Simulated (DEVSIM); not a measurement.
Device: abrupt Si n-p junction, at 400 K.

```
layer (left to right)  material  thickness (μm)  Nd (cm⁻³)  Na (cm⁻³)  τn (s)  τp (s)
---------------------  --------  --------------  ---------  ---------  ------  ------
1                            Si           0.820     1.8e17          -  8.5e-5  8.5e-5
2                            Si           0.460          -     3.8e15  8.5e-5  8.5e-5
```

Left contact: ohmic. Right contact: ohmic. Voltage is applied to the left contact. Recombination: SRH at mid-gap, radiative, Auger. Mobility is constant in doping.

Constants are typed, rounded textbook-type inputs, not results; the design itself was drawn at random and stands for no fabricated device. Values at 300 K; Nc and Nv go as T^1.5, mobilities as T to minus their exponent, the gap by Varshni's rule with the affinity fixed.

| parameter | Si |
|---|---|
| gap (eV) | 1.124 |
| affinity (eV) | 4.05 |
| permittivity | 11.7 |
| Nc (cm⁻³) | 2.86e19 |
| Nv (cm⁻³) | 3.1e19 |
| μn (cm²/Vs) | 1417 |
| μp (cm²/Vs) | 470 |
| T exponent of μn | 2.3 |
| T exponent of μp | 2.2 |
| B (cm³/s) | 4.7e-15 |
| Cn (cm⁶/s) | 2.8e-31 |
| Cp (cm⁶/s) | 9.9e-32 |
| Varshni α (eV/K) | 0.000473 |
| Varshni β (K) | 636 |

Model (solved in DEVSIM): 1D drift-diffusion, Boltzmann statistics, complete ionisation; no tunnelling, impact ionisation, image-force lowering or self-heating.

The thickness of layer 2 was swept, all else fixed.

```json
[
 {"thickness of layer 2 (μm)": "0.092", "dark forward voltage at 1 A/cm² (V)": "0.112", "largest field in the device at zero bias (V/cm)": "57000", "dark forward voltage at 100 A/cm² (V)": "0.288"},
 {"thickness of layer 2 (μm)": "0.16", "dark forward voltage at 1 A/cm² (V)": "0.135", "largest field in the device at zero bias (V/cm)": "41000", "dark forward voltage at 100 A/cm² (V)": "0.318"},
 {"thickness of layer 2 (μm)": "0.28", "dark forward voltage at 1 A/cm² (V)": "0.169", "largest field in the device at zero bias (V/cm)": "35000", "dark forward voltage at 100 A/cm² (V)": "0.361"},
 {"thickness of layer 2 (μm)": "0.46", "dark forward voltage at 1 A/cm² (V)": "[?]", "largest field in the device at zero bias (V/cm)": "33000", "dark forward voltage at 100 A/cm² (V)": "[?]"},
 {"thickness of layer 2 (μm)": "0.78", "dark forward voltage at 1 A/cm² (V)": "0.251", "largest field in the device at zero bias (V/cm)": "33000", "dark forward voltage at 100 A/cm² (V)": "0.427"},
 {"thickness of layer 2 (μm)": "1.4", "dark forward voltage at 1 A/cm² (V)": "0.280", "largest field in the device at zero bias (V/cm)": "33000", "dark forward voltage at 100 A/cm² (V)": "0.454"},
 {"thickness of layer 2 (μm)": "2.3", "dark forward voltage at 1 A/cm² (V)": "0.300", "largest field in the device at zero bias (V/cm)": "33000", "dark forward voltage at 100 A/cm² (V)": "0.479"}
]
```

Task: Some entries are withheld; supply them.

Result: 
- 0.46, dark forward voltage at 1 A/cm² (V): 0.214
- 0.46, dark forward voltage at 100 A/cm² (V): 0.397
